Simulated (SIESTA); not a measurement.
Input and output of a self-consistent single point for MnSnF6 (R-3, 8 atoms in the cell) (SIESTA)

Method: SIESTA 5.4.2 with GGA PBEsol, numerical atomic orbitals TZP, PseudoDojo PBEsol standard norm-conserving potentials (rewritten from UPF to PSML).

Input as run:

```
# files in the folder: Mn.psml Sn.psml F.psml (PseudoDojo PBEsol standard)
SystemName  MnSnF6
SystemLabel MnSnF6

NumberOfAtoms                8
NumberOfSpecies              3
%block ChemicalSpeciesLabel
  1 25 Mn
  2 50 Sn
  3 9 F
%endblock ChemicalSpeciesLabel
LatticeConstant              1.0 Ang
%block LatticeVectors
     2.695883000    1.556469000    4.860316000
    -2.695883000    1.556469000    4.860316000
     0.000000000   -3.112938000    4.860316000
%endblock LatticeVectors
AtomicCoordinatesFormat      ScaledCartesian
%block AtomicCoordinatesAndAtomicSpecies
     0.000000000    0.000000000    7.290474000  1
     0.000000000    0.000000000    0.000000000  2
    -1.733094217    0.214897005    6.039025255  3
     1.733094217   -0.214897005    8.541922745  3
     0.680440869   -1.608352338    6.039025255  3
    -0.680440869    1.608352338    8.541922745  3
     1.052653347    1.393455332    6.039025255  3
    -1.052653347   -1.393455332    8.541922745  3
%endblock AtomicCoordinatesAndAtomicSpecies

XC.functional                GGA
XC.authors                   PBEsol
PAO.BasisSize                TZP
PAO.EnergyShift              0.01 Ry
MeshCutoff                   350 Ry
%block kgrid.MonkhorstPack
    3   0   0  0.0
    0   3   0  0.0
    0   0   3  0.0
%endblock kgrid.MonkhorstPack
OccupationFunction           FD
ElectronicTemperature        116.05 K
Spin                         polarized
%block DM.InitSpin
  1 +4.00
  2 +0.00
  3 +0.00
  4 +0.00
  5 +0.00
  6 +0.00
  7 +0.00
  8 +0.00
%endblock DM.InitSpin

MaxSCFIterations             150
SCF.Mixer.Method             Broyden
SCF.Mixer.Weight             0.1
SCF.Mixer.History            8
SCF.DM.Tolerance             1.0E-05
Diag.ParallelOverK           true
WriteForces                  true
Charge.Mulliken              end
```

Output (repeated stretches shortened):

```
reinit: Reading from file input.fdf

reinit: System Name: MnSnF6
reinit: System Label: MnSnF6

NOTE on units for spin output:
{S} is the spin magnetic moment, in units of the Bohr magneton,
assuming a g-factor for the electron spin of exactly 2.
The spin magnetic moment is then numerically equal to the charge inbalance,
in units of electrons, between the spin-up and -down channels.

coor:   Atomic-coordinates input format  =     Cartesian coordinates
coor:                                          (in units of alat)

siesta: Atomic coordinates (Bohr) and species
siesta:      0.00000   0.00000  13.77700  1        1
siesta:      0.00000   0.00000   0.00000  2        2
siesta:     -3.27507   0.40610  11.41210  3        3
siesta:      3.27507  -0.40610  16.14189  3        4
siesta:      1.28585  -3.03935  11.41210  3        5
siesta:     -1.28585   3.03935  16.14189  3        6
siesta:      1.98923   2.63325  11.41210  3        7
siesta:     -1.98923  -2.63325  16.14189  3        8

siesta: System type = bulk

initatomlists: Number of atoms, orbitals, and projectors:      8   149   128

siesta: ******************** Simulation parameters ****************************
redata: Spin configuration                          = collinear
redata: Time-Reversal Symmetry                      = T
redata: Number of Atomic Species                    =        3
redata: Mesh Cutoff                                 =   350.0000 Ry
redata: Net charge of the system                    =     0.0000 |e|
redata: Min. number of SCF Iter                     =        0
redata: Max. number of SCF Iter                     =      150
redata: SCF convergence failure will abort job
redata: SCF mix quantity                            = Hamiltonian
redata: Mix DM or H after convergence               =   F
redata: Recompute H after scf cycle                 =   F
redata: Mix DM in first SCF step                    =   T
redata: No kicks to SCF
   [... lines left out ...]
diag: Used triangular part                          = Lower
diag: Absolute tolerance                            =  0.100E-15
diag: Orthogonalization factor                      =  0.100E-05
diag: Memory factor                                 =  1.0000

superc: Internal auxiliary supercell:     5 x     5 x     5  =     125
superc: Number of atoms, orbitals, and projectors:   1000  18625  16000

                        Single-point calculation

superc: Internal auxiliary supercell:     5 x     5 x     5  =     125
superc: Number of atoms, orbitals, and projectors:   1000  18625  16000

outcell: Unit cell vectors (Ang):
        2.695883    1.556469    4.860316
       -2.695883    1.556469    4.860316
        0.000000   -3.112938    4.860316

outcell: Cell vector modules (Ang)   :    5.771746    5.771746    5.771746
outcell: Cell angles (23,13,12) (deg):     55.6902     55.6902     55.6902
outcell: Cell volume (Ang**3)        :    122.3650
new_DM -- step:     1
Initializing Density Matrix...

Attempting to read DM from file... Failed...
DM filled with atomic data (user-defined):

InitMesh: MESH = 60 x 60 x 60 = 216000
InitMesh: Mesh cutoff (required, used) =   350.000   421.188 Ry

stepf: Fermi-Dirac step function
        iscf     Eharris(eV)        E_KS(eV)     FreeEng(eV)     dDmax    Ef(eV) dHmax(eV)
   scf:    1    -9034.779286    -9080.167866    -9080.167868  0.629686 -2.021630 36.476805
     spin moment: {S} , |S| = {        0.0        0.0    3.00002 }     3.00002
   scf:    2    -9115.001063    -9109.365363    -9109.365363  0.625714 -3.870413  7.675780
     spin moment: {S} , |S| = {        0.0        0.0    5.00000 }     5.00000
   scf:    3    -9110.513788    -9109.962697    -9109.962697  0.030174 -3.853161  6.297319
     spin moment: {S} , |S| = {        0.0        0.0    5.00000 }     5.00000
   scf:    4    -9111.229258    -9110.807489    -9110.807489  0.087139 -4.536707  1.869566
     spin moment: {S} , |S| = {        0.0        0.0    5.00000 }     5.00000
   scf:    5    -9110.884118    -9110.861259    -9110.861259  0.023439 -4.777218  0.618682
     spin moment: {S} , |S| = {        0.0        0.0    5.00000 }     5.00000
   scf:    6    -9110.863484    -9110.870034    -9110.870034  0.015412 -4.917280  0.139349
   [... lines left out ...]
   scf:   12    -9110.875549    -9110.875549    -9110.875549  0.000023 -4.961148  0.000730
     spin moment: {S} , |S| = {        0.0        0.0    5.00000 }     5.00000
   scf:   13    -9110.875549    -9110.875549    -9110.875549  0.000013 -4.961200  0.000614
     spin moment: {S} , |S| = {        0.0        0.0    5.00000 }     5.00000
   scf:   14    -9110.875549    -9110.875549    -9110.875549  0.000013 -4.961255  0.000485
     spin moment: {S} , |S| = {        0.0        0.0    5.00000 }     5.00000
   scf:   15    -9110.875549    -9110.875549    -9110.875549  0.000012 -4.961301  0.000382
     spin moment: {S} , |S| = {        0.0        0.0    5.00000 }     5.00000
   scf:   16    -9110.875549    -9110.875549    -9110.875549  0.000011 -4.961342  0.000290
     spin moment: {S} , |S| = {        0.0        0.0    5.00000 }     5.00000
   scf:   17    -9110.875549    -9110.875549    -9110.875549  0.000010 -4.961379  0.000223
     spin moment: {S} , |S| = {        0.0        0.0    5.00000 }     5.00000
SCF Convergence by DM+H criterion
max |DM_out - DM_in|         :     0.0000097384
max |H_out - H_in|      (eV) :     0.0002234063
SCF cycle converged after 17 iterations

Using DM_out to compute the final energy and forces

siesta: E_KS(eV) =            -9110.8755

siesta: E_KS - E_eggbox =     -9110.8755

siesta: Atomic forces (eV/Ang):
     1   -0.000000    0.000000    0.000000
     2   -0.000000   -0.000000   -0.000000
     3    0.134710    0.301665   -0.024590
     4   -0.134710   -0.301665    0.024590
     5   -0.328604   -0.034170   -0.024591
     6    0.328604    0.034170    0.024591
     7    0.193893   -0.267495   -0.024590
     8   -0.193893    0.267495    0.024590
   Tot   -0.000000    0.000000    0.000000
   Max    0.328604
   Res    0.165645    sqrt( Sum f_i^2 / 3N )
   Max    0.328604    constrained

Stress tensor Voigt[x,y,z,yz,xz,xy] (kbar):       80.45       80.45       88.77        0.00        0.00        0.00
(Free)E + p*V (eV/cell)    -9117.2314
Target enthalpy (eV/cell)    -9110.8755

siesta: Program's energy decomposition (eV):
siesta: Ebs     =     -1489.395721
siesta: Eions   =     12383.573120
siesta: Ena     =      1661.320767
siesta: Ekin    =      5266.990128
siesta: Enl     =     -1721.635240
siesta: Eso     =         0.000000
siesta: Edftu   =         0.000000
siesta: DEna    =        38.950166
siesta: DUscf   =         3.155824
siesta: DUext   =         0.000000
siesta: Ex      =     -1855.327088
siesta: Ec      =      -120.756986
siesta: Exc     =     -1976.084074
siesta: Eharris =     -9110.875549
siesta: Etot    =     -9110.875549
siesta: FreeEng =     -9110.875549

siesta: Atomic forces (eV/Ang):
siesta:      1   -0.000000    0.000000    0.000000
siesta:      2   -0.000000   -0.000000   -0.000000
siesta:      3    0.134710    0.301665   -0.024590
siesta:      4   -0.134710   -0.301665    0.024590
siesta:      5   -0.328604   -0.034170   -0.024591
siesta:      6    0.328604    0.034170    0.024591
siesta:      7    0.193893   -0.267495   -0.024590
siesta:      8   -0.193893    0.267495    0.024590
siesta: ----------------------------------------
   [... lines left out ...]
siesta: Cell volume =        122.365016 Ang**3
siesta:         -83.21974115        -79.60948318  kBar
   [... lines left out ...]

              0.001
   4  3.589   0.802  -0.080   0.197   0.852   0.835   0.837  -0.113  -0.122
             -0.124   0.148   0.175   0.177   0.001   0.001   0.001   0.001

              0.001
   5  3.589   0.802  -0.080   0.197   0.795   0.835   0.895  -0.123  -0.122
             -0.114   0.190   0.175   0.135   0.001   0.001   0.001   0.001

              0.001
   6  3.589   0.802  -0.080   0.197   0.795   0.835   0.895  -0.123  -0.122
             -0.114   0.190   0.175   0.135   0.001   0.001   0.001   0.001

              0.001
   7  3.589   0.802  -0.080   0.197   0.887   0.835   0.803  -0.119  -0.122
             -0.118   0.150   0.175   0.175   0.001   0.001   0.001   0.001

              0.001
   8  3.589   0.802  -0.080   0.197   0.887   0.835   0.803  -0.119  -0.122
             -0.118   0.150   0.175   0.175   0.001   0.001   0.001   0.001

              0.001

mulliken: Qtot =       33.000

Mulliken Atomic Populations:
Atom #   charge [q] valence [e]      Sz [e]  Species
     1     0.740186   14.259814    4.803509  Mn
     2     0.476948   13.523052    0.050205  Sn
     3    -0.202856    7.202856    0.024381  F
     4    -0.202856    7.202856    0.024381  F
     5    -0.202856    7.202856    0.024381  F
     6    -0.202856    7.202856    0.024381  F
     7    -0.202856    7.202856    0.024381  F
     8    -0.202856    7.202856    0.024381  F
 Total    -0.000000                5.000000
```

The run converged in 17 iterations.

The starting cell comes from a database of computed structures (which also holds hypothetical and non-ambient phases and stackings), without a prior relaxation at this level. Its lattice was rescaled by a random factor within 2.5 % of one. With one magnetic atom in the cell only a parallel order is possible. Values carry the incompleteness of an atom-centred basis. With a pressure of about -8 GPa the cell is away from its equilibrium volume at this level.

Cost on one core of a shared machine: roughly 80 s.
